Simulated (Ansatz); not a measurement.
We consider PbS (model structure, started from the litharge type, P4/nmm, No. 129, 4 atoms in the cell), described by LDA (Ansatz, an electronic-structure program, PAW).

Settings: plane-wave cutoff 520 eV, 12×12×14 k mesh (along the axes of the cell as run), Fermi–Dirac smearing 0.05 eV, scalar-relativistic PAW data made under PBE.

Cell (relaxed with PBE-D3(BJ)):

PbS is modelled in the tetragonal space group P4/nmm, origin choice 1 (No. 129), Pearson symbol tP4. Conventional cell: a = b = 5.0735 Å, c = 3.9481 Å, α = β = γ = 90.00°. Pb on 2c is surrounded by 4 S at 2.852 Å. S on 2a sees 4 Pb at 2.852 Å. (Neighbours: up to the widest gap in distance over summed covalent radii, below 1.35, at either atom; cation-cation and far metal-metal contacts left out.)

Question: What does this level give for the band gap and direct gap at Γ?

Answer: 
- band gap: 0.44 eV (on the SCF k mesh)
- direct gap at Γ: 2.96 eV

Note: the relaxation could raise the start's symmetry but not lower it, so the cell can be a saddle point; cell and atoms aren't relaxed at this level (pressure -2.7 GPa).

Spin–orbit coupling is not included; with these elements it can move the gap by several tenths of an eV or more.

Static lattice: no zero-point or thermal effects.

A model structure was made by putting elements into a prototype or built by hand; it is no filed structure, need not be a known phase, and can be a saddle point held by its symmetry.
